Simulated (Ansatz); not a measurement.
Effect of Se → Ir on Se

The parent structure is Se (space group P3_121, No. 152; a = 4.039 Å, c = 5.120 Å; made of chains).

One thing is altered: Ir takes the place of Se on all its sites; the structure is relaxed again.

The values are results of PBEsol/PAW in Ansatz (a first-principles code), no spin-orbit coupling, earlier PAW set, not measurements. Γ-centred 18×18×18 mesh, Fermi–Dirac width 0.05 eV, for the changed cell.

The volume per atom drops by 7.719 Å³, from 24.11 Å³ to 16.40 Å³ and the space group changes from P3_121 (No. 152) to Pm-3m (No. 221). The shortest interatomic distance grows by 0.103 Å (2.437 Å → 2.540 Å) and the band gap goes from 0.39 eV to zero.

Cost of the whole job for the changed cell (relaxation, final SCF and bands): roughly 2.9 core-minutes.

Whether these cells are dynamically stable was not tested. As relaxed here, Ir is a hypothetical phase, not in the database extracts checked. The final runs are not spin-polarised. No dispersion term is included in the PBEsol runs. Ir has a high density of states at the Fermi level and may be magnetic at this level.
